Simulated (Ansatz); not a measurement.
**A constructed model of the (0001) surface of hcp Ti, a pseudomorphic layer of Mg in the other hollow (bottom of the slab: a bare face, its two planes held)**

Level of theory: PBE (plane waves to 420 eV, PAW; Ansatz, a quantum-chemistry and plane-wave program).

Slab: 7 atoms, 14.3 Å thick at the start; k 15x15x1, smearing 0.1 eV, dipole-corrected; 2 atoms held, the rest relaxed; start symmetry kept, larger cells not searched; no spin, no spin-orbit, no U. In PBE it is, or lies within 0.01 eV a 1x1 cell of, the lowest of the 2 structures of its composition computed so far; larger cells were not tried.

The work function of the top face is 4.22 eV and the energy released by relaxation comes out as 0.016 eV. The cost is roughly 2.8 core-minutes.
